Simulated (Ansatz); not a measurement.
BAs under load (space group F-43m), r2SCAN with spin-orbit coupling, rigid bands (Ansatz, a program for electronic structure). Condition of this run: hydrostatic pressure of -6.4 GPa (compression positive) (the target of the relaxation). Band gap 1.35 eV, N_c = 3.36e19 cm⁻³ and N_v = 1.05e19 cm⁻³ at 300 K, conductivity masses of 0.301 mₑ (electrons) and 0.325 mₑ (holes). Take k_BT = 0.02585 eV.

Question: A film of it is 2 nm thick. Estimate the confinement energies in an infinite well.

Answer: ħ²π²/(2m t²) = 0.376 eV·nm²/(m/mₑ × t²) gives 312 meV for electrons and 289 meV for holes, so the gap would widen to about 1.95 eV. Finite barriers and nonparabolic bands lower this, and with several valleys or bands the heaviest mass along the normal sets the lowest level, not this average.

Question: What thermal injection velocity √(2k_BT/πm) limits a ballistic channel?

Answer: 9.81e6 cm/s for electrons and 9.44e6 cm/s for holes, a ratio of √(m_h/m_e) = 1.04, for dilute carriers.

Question: Find the intrinsic carrier density and the intrinsic Fermi level.

Answer: n_i = √(N_c N_v) exp(−E_g/2k_BT) = 1.88e19 × exp(−26.11) = 8.6e7 cm⁻³. The level lies (k_BT/2) ln(N_v/N_c) = -15 meV from mid-gap (positive towards the conduction band). Each 0.1 eV added to the gap lowers n_i by a factor of 6.9.

Rigid bands with the computed gap; masses take one relaxation time for all states. Geometry: cell and atoms relaxed with PBEsol.
